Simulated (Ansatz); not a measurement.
For B4C (Cm, No. 8, 15 atoms in the cell; start mp-1238815), PBEsol (Ansatz, a quantum-chemistry and plane-wave program, plane waves, PAW) gives:

* **equilibrium volume per atom**: 7.17 Å³/atom
* **band gap at the PBEsol cell**: 2.82 eV

Q: What does r²SCAN (Ansatz, plane waves, PAW) give for the same quantities?

A: 
- equilibrium volume per atom: 7.22 Å³/atom (rises by 0.7 %)
- band gap at the PBEsol cell: 3.17 eV (grows by 0.35 eV)

Changes are worked out from the printed values.

Unless a cell is named, each level is at its own relaxed cell (PBEsol 7.17, r²SCAN 7.22 Å³/atom).

Density-functional gaps are differences of (generalised) Kohn–Sham levels.

Caveats: the relaxation could not lower the start's symmetry, so the cell can be a saddle point above a distorted one (PBEsol, r²SCAN). Ansatz's density-functional and Hartree–Fock values are scalar-relativistic unless marked +SOC, with PAW data made under PBE.

A start named mp-… is a Materials Project structure, which need not be a measured phase.
